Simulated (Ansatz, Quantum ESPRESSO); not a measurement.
Code comparison for BaAlGe (P-6m2, 3 atoms in the cell)

Self-consistent single point.

```yaml
crystal:
  lattice:
    - [4.43750, 0.00000, 0.00000]
    - [-2.21875, 3.84298, 0.00000]
    - [0.00000, 0.00000, 5.32971]
  atoms:
    - { symbol: Ba, position: [0.00000, 0.00000, 0.00000] }
    - { symbol: Al, position: [0.66667, 0.33333, 0.50000] }
    - { symbol: Ge, position: [0.33333, 0.66667, 0.50000] }
```

Shared settings, as Ansatz (a quantum-chemistry and plane-wave program) writes them: kpoints.mp_grid.grid = 6 6 4; magnetization.spin_orbit = true; scf.occupations.method = fermi_dirac; scf.occupations.width = 0.1 eV. Potentials and cutoffs stand in the table.

```tsv
code	model	pressure (GPa)	cutoff
Ansatz	PBEsol with spin-orbit coupling, PAW files made with PBE	-3.59	default
Quantum ESPRESSO	PBEsol, spin-orbit coupling, PseudoDojo fully relativistic norm-conserving (PBESOL) pseudopotentials	-3.57	80 Ry
```

The spread over the programs that give each value: pressure within 0.02 GPa.

Ansatz's pressure is given at a fixed set of plane waves, as the other plane-wave codes print theirs.

The starting cell comes from a database of computed structures (which also holds hypothetical and non-ambient phases and stackings), without a prior relaxation at this level. Its lattice was rescaled by a random factor within 2.5 % of one.

Left out of this page: Elk and SIESTA (not drawn, or without a comparable value).

Keys are those of Ansatz 0.2.
